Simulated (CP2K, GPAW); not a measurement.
A GPAW input for a self-consistent single point of CuSn3 (P6_3/mmc, 8 atoms in the cell) (DFT LDA (Perdew-Wang 92), plane waves, GPAW PAW datasets LDA (gpaw-data 1.0.1)):

```python
from ase import Atoms
from ase.units import GPa
from gpaw import GPAW

atoms = Atoms(['Cu', 'Cu', 'Sn', 'Sn', 'Sn', 'Sn', 'Sn', 'Sn'],
              cell=[[6.622880, 0.000000, 0.000000],
                    [-3.311440, 5.735582, 0.000000],
                    [0.000000, 0.000000, 5.004810]],
              scaled_positions=[[0.666667, 0.333333, 0.250000],
                                [0.333333, 0.666667, 0.750000],
                                [0.344690, 0.172345, 0.750000],
                                [0.655310, 0.827655, 0.250000],
                                [0.172345, 0.344690, 0.250000],
                                [0.827655, 0.655310, 0.750000],
                                [0.827655, 0.172345, 0.750000],
                                [0.172345, 0.827655, 0.250000]],
              pbc=True)

calc = GPAW(mode={'name': 'pw', 'ecut': 850},
            xc='LDA',
            kpts={'size': (3, 3, 4), 'gamma': True},
            occupations={'name': 'methfessel-paxton', 'width': 0.1, 'order': 0},
            nbands=-14,
            convergence={'density': 1e-05, 'energy': 1e-05},
            symmetry={'symmorphic': False, 'tolerance': 0.0005},
            maxiter=100)

atoms.calc = calc

energy = atoms.get_potential_energy()
print('Energy (eV):', round(energy, 6))
forces = atoms.get_forces()
print('Forces (eV/Ang):')
print(forces.round(5))
stress = atoms.get_stress()
print('Stress (GPa, Voigt):', (stress / GPa).round(4))
```

### Question
Translate this input to CP2K.

### Answer
One input that does it (others would too):

```
&GLOBAL
  PROJECT run
  RUN_TYPE ENERGY_FORCE
  PRINT_LEVEL MEDIUM
&END GLOBAL
&FORCE_EVAL
  METHOD Quickstep
  STRESS_TENSOR ANALYTICAL
  &DFT
    BASIS_SET_FILE_NAME BASIS_MOLOPT
    POTENTIAL_FILE_NAME GTH_POTENTIALS
    &QS
      METHOD GPW
      EPS_DEFAULT 1E-11
    &END QS
    &MGRID
      CUTOFF 600
      REL_CUTOFF 50
      NGRIDS 5
    &END MGRID
    &SCF
      SCF_GUESS ATOMIC
      EPS_SCF 1E-6
      MAX_SCF 100
      ADDED_MOS 8
      &DIAGONALIZATION
        ALGORITHM STANDARD
      &END DIAGONALIZATION
      &MIXING
        METHOD BROYDEN_MIXING
        ALPHA 0.3
        NBUFFER 12
        BETA 1.5
      &END MIXING
      &SMEAR ON
        METHOD GAUSSIAN
        SIGMA [eV] 0.1
      &END SMEAR
    &END SCF
    &KPOINTS
      SCHEME MACDONALD 3 3 4 0 0 0.125
    &END KPOINTS
    &XC
      &XC_FUNCTIONAL PADE
      &END XC_FUNCTIONAL
    &END XC
    &PRINT
      &MO
        EIGENVALUES T
        OCCUPATION_NUMBERS T
        NDIGITS 8
        FILENAME mo
        &EACH
          QS_SCF 0
        &END EACH
        ADD_LAST NUMERIC
      &END MO
      &MULLIKEN ON
      &END MULLIKEN
    &END PRINT
  &END DFT
  &SUBSYS
    &CELL
      ABC 6.62288000 6.62287972 5.00481000
      ALPHA_BETA_GAMMA 90.00000000 90.00000000 120.00000141
      PERIODIC XYZ
    &END CELL
    &COORD
      SCALED
      Cu       0.66666700     0.33333300     0.25000000
      Cu       0.33333300     0.66666700     0.75000000
      Sn       0.34469000     0.17234500     0.75000000
      Sn       0.65531000     0.82765500     0.25000000
      Sn       0.17234500     0.34469000     0.25000000
      Sn       0.82765500     0.65531000     0.75000000
      Sn       0.82765500     0.17234500     0.75000000
      Sn       0.17234500     0.82765500     0.25000000
    &END COORD
    &KIND Cu
      BASIS_SET DZVP-MOLOPT-SR-GTH-q11
      POTENTIAL GTH-PADE-q11
    &END KIND
    &KIND Sn
      BASIS_SET DZVP-MOLOPT-SR-GTH-q4
      POTENTIAL GTH-PADE-q4
    &END KIND
  &END SUBSYS
  &PRINT
    &FORCES ON
    &END FORCES
    &STRESS_TENSOR ON
    &END STRESS_TENSOR
  &END PRINT
&END FORCE_EVAL
```

Basis, cutoffs, solver keys and any potentials are the target program's own. This input uses DFT LDA (Pade form), GPW, DZVP-MOLOPT-SR-GTH basis, GTH-PADE potentials (GTH_POTENTIALS). LDA parametrisations can differ slightly between programs.

The starting cell comes from a database of computed structures (which also holds hypothetical and non-ambient phases and stackings), without a prior relaxation at this level.
